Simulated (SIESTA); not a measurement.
# Worked example: self-consistent single point of Pb (Fm-3m, 1 atom in the cell) in SIESTA

Level of theory: SIESTA with GGA PBE, numerical atomic orbitals DZP, PseudoDojo PBE standard norm-conserving potentials (rewritten from UPF to PSML).

The input file:

```
# files in the folder: Pb.psml (PseudoDojo PBE standard)
SystemName  Pb
SystemLabel siesta

NumberOfAtoms                1
NumberOfSpecies              1
%block ChemicalSpeciesLabel
  1 82 Pb
%endblock ChemicalSpeciesLabel
LatticeConstant              1.0 Bohr
%block LatticeVectors
     0.000000000    4.663040942    4.663040942
     4.663040942    0.000000000    4.663040942
     4.663040942    4.663040942    0.000000000
%endblock LatticeVectors
AtomicCoordinatesFormat      Fractional
%block AtomicCoordinatesAndAtomicSpecies
     0.000000000    0.000000000    0.000000000  1
%endblock AtomicCoordinatesAndAtomicSpecies

XC.functional                GGA
XC.authors                   PBE
PAO.BasisSize                DZP
PAO.EnergyShift              0.01 Ry
MeshCutoff                   300 Ry
%block kgrid.MonkhorstPack
   12   0   0  0.0
    0  12   0  0.0
    0   0  12  0.0
%endblock kgrid.MonkhorstPack
OccupationFunction           MP
OccupationMPOrder            0
ElectronicTemperature        100.0 meV

MaxSCFIterations             150
SCF.Mixer.Method             Pulay
SCF.Mixer.Weight             0.2
SCF.Mixer.History            6
SCF.DM.Tolerance             1.0E-05
Diag.ParallelOverK           true
WriteForces                  true
Charge.Mulliken              end
```

Output (repeated stretches shortened):

```
reinit: Reading from file input.fdf

reinit: System Name: Pb
reinit: System Label: siesta

coor:   Atomic-coordinates input format  =     Fractional

siesta: Atomic coordinates (Bohr) and species
siesta:      0.00000   0.00000   0.00000  1        1

siesta: System type = bulk

initatomlists: Number of atoms, orbitals, and projectors:      1    18    26

siesta: ******************** Simulation parameters ****************************
redata: Spin configuration                          = none
redata: Time-Reversal Symmetry                      = T
redata: Number of Atomic Species                    =        1
redata: Mesh Cutoff                                 =   300.0000 Ry
redata: Net charge of the system                    =     0.0000 |e|
redata: Min. number of SCF Iter                     =        0
redata: Max. number of SCF Iter                     =      150
redata: SCF convergence failure will abort job
redata: SCF mix quantity                            = Hamiltonian
redata: Mix DM or H after convergence               =   F
redata: Recompute H after scf cycle                 =   F
redata: Mix DM in first SCF step                    =   T
redata: No kicks to SCF
redata: DM Mixing Weight for Kicks                  =     0.5000
redata: Require Harris convergence for SCF          =   F
redata: Harris energy tolerance for SCF             =     0.000100 eV
redata: Require DM convergence for SCF              =   T
redata: DM tolerance for SCF                        =     0.000010
redata: Require EDM convergence for SCF             =   F
redata: EDM tolerance for SCF                       =     0.001000 eV
redata: Require H convergence for SCF               =   T
redata: Hamiltonian tolerance for SCF               =     0.001000 eV
redata: Require (free) Energy convergence for SCF   =   F
redata: (free) Energy tolerance for SCF             =     0.000100 eV
redata: Using DFT-D3 dispersion                     =   F
redata: Using Saved Data (generic)                  =   F
redata: Method of Calculation                       = Diagonalization
redata: Electronic Temperature                      =  1160.4518 K
redata: Number of TDED substeps                     =        3
redata: Dynamics option                             = Single-point calculation
redata: Save all siesta data in one NC              =   F
redata: ***********************************************************************

%block SCF.Mixers
  Pulay
%endblock SCF.Mixers

%block SCF.Mixer.Pulay
  # Mixing method
  method pulay
  variant stable

  # Mixing options
  weight 0.2000
  weight.linear 0.2000
  history 6
%endblock SCF.Mixer.Pulay

DM_history_depth set to one: no extrapolation allowed by default for geometry relaxation
Size of DM history Fstack: 1
Total number of electrons:    14.000000
Total ionic charge:    14.000000

* ProcessorY, Blocksize:    1  19

* Orbital distribution balance (max,min):    18    18

k-point displ. along   1 input, could be:     0.00    0.50
k-point displ. along   2 input, could be:     0.00    0.50
k-point displ. along   3 input, could be:     0.00    0.50
 Kpoints in:         1008 . Kpoints trimmed:          948

siesta: k-grid: Number of k-points = 948
siesta: k-points from Monkhorst-Pack grid
siesta: k-cutoff (effective) =    20.938 Ang
siesta: k-point supercell and displacements
siesta: k-grid:    12     0     0      0.000
siesta: k-grid:     0    12     0      0.000
siesta: k-grid:     0     0    12      0.000

diag: Algorithm                                     = D&C
diag: Parallel over k                               =   F
diag: Use parallel 2D distribution                  =   F
diag: Parallel block-size                           = 19
diag: Parallel distribution                         =     1 x     1
diag: Used triangular part                          = Lower
diag: Absolute tolerance                            =  0.100E-15
diag: Orthogonalization factor                      =  0.100E-05
diag: Memory factor                                 =  1.0000

superc: Internal auxiliary supercell:     5 x     5 x     5  =     125
superc: Number of atoms, orbitals, and projectors:    125   2250   3250

                        Single-point calculation

superc: Internal auxiliary supercell:     5 x     5 x     5  =     125
superc: Number of atoms, orbitals, and projectors:    125   2250   3250

outcell: Unit cell vectors (Ang):
        0.000000    2.467575    2.467575
        2.467575    0.000000    2.467575
        2.467575    2.467575    0.000000

outcell: Cell vector modules (Ang)   :    3.489678    3.489678    3.489678
outcell: Cell angles (23,13,12) (deg):     60.0000     60.0000     60.0000
outcell: Cell volume (Ang**3)        :     30.0498
new_DM -- step:     1
Initializing Density Matrix...

Attempting to read DM from file... Failed...
DM filled with atomic data:

InitMesh: MESH = 30 x 30 x 30 = 27000
InitMesh: Mesh cutoff (required, used) =   300.000   306.383 Ry

stepf: Methfessel-Paxton step function
       Using Hermite-Gauss polynomials of order  0

        iscf     Eharris(eV)        E_KS(eV)     FreeEng(eV)     dDmax    Ef(eV) dHmax(eV)
   scf:    1    -1901.137922    -1900.628438    -1900.634995  0.558891 -2.884803  2.630723
   scf:    2    -1900.771712    -1900.701884    -1900.708442  0.056787 -2.946219  1.884220
   scf:    3    -1900.830683    -1900.776260    -1900.782434  0.116689 -3.100670  0.037600
   scf:    4    -1900.776047    -1900.776187    -1900.782328  0.005946 -3.113149  0.077843
   scf:    5    -1900.776352    -1900.776287    -1900.782455  0.004369 -3.108485  0.001354
   scf:    6    -1900.776289    -1900.776288    -1900.782455  0.000074 -3.108538  0.000139
   scf:    7    -1900.776288    -1900.776288    -1900.782455  0.000006 -3.108566  0.000012

SCF Convergence by DM+H criterion
max |DM_out - DM_in|         :     0.0000058952
max |H_out - H_in|      (eV) :     0.0000123227
SCF cycle converged after 7 iterations

Using DM_out to compute the final energy and forces

siesta: E_KS(eV) =            -1900.7763

siesta: E_KS - E_eggbox =     -1900.7763

siesta: Atomic forces (eV/Ang):
     1   -0.000000    0.000000   -0.000000
   Tot   -0.000000    0.000000   -0.000000
   Max    0.000000
   Res    0.000000    sqrt( Sum f_i^2 / 3N )
   Max    0.000000    constrained

Stress tensor Voigt[x,y,z,yz,xz,xy] (kbar):      -46.57      -46.57      -46.57       -0.18       -0.18       -0.18
(Free)E + p*V (eV/cell)    -1899.9090
Target enthalpy (eV/cell)    -1900.7825

siesta: Program's energy decomposition (eV):
siesta: Ebs     =      -236.901990
siesta: Eions   =      2224.343657
siesta: Ena     =       181.218591
siesta: Ekin    =       934.036716
siesta: Enl     =      -274.882075
siesta: Eso     =         0.000000
siesta: Edftu   =         0.000000
siesta: DEna    =        13.386747
siesta: DUscf   =         0.301593
siesta: DUext   =         0.000000
siesta: Ex      =      -496.159380
siesta: Ec      =       -34.334825
siesta: Exc     =      -530.494204
siesta: Eharris =     -1900.776288
siesta: Etot    =     -1900.776288
siesta: FreeEng =     -1900.782455

siesta: Stress tensor (static) (eV/Ang**3):
siesta:    -0.029065   -0.000114   -0.000114
siesta:    -0.000114   -0.029065   -0.000114
siesta:    -0.000114   -0.000114   -0.029065

siesta: Cell volume =         30.049765 Ang**3

siesta: Pressure (static):
siesta:                Solid            Molecule  Units
siesta:           0.00031656          0.00031656  Ry/Bohr**3
siesta:           0.02906532          0.02906532  eV/Ang**3
siesta:          46.56778185         46.56778185  kBar

mulliken: Atomic and Orbital Populations:

Species: Pb
Atom  Qatom  Qorb
               6s      6s      6py     6pz     6px     6py     6pz     6px
               5dxy    5dyz    5dz2    5dxz    5dx2-y2 6dxy    6dyz    6dz2
               6dxz    6dx2-y2
   1 14.000   1.587   0.117   0.603   0.603   0.603   0.068   0.068   0.068
              1.982   1.982   1.994   1.982   1.994   0.074   0.074   0.064

              0.074   0.064

mulliken: Qtot =       14.000

Mulliken Atomic Populations:
Atom #   charge [q] valence [e]  Species
     1     0.000000   14.000000  Pb
 Total     0.000000
```

The run converged in 7 iterations.

The starting cell has typed, rounded lattice constants, without a prior relaxation at this level. Its lattice was rescaled by up to half a per cent. Values carry the incompleteness of an atom-centred basis. With a pressure of about 5 GPa the cell is away from its equilibrium volume at this level.
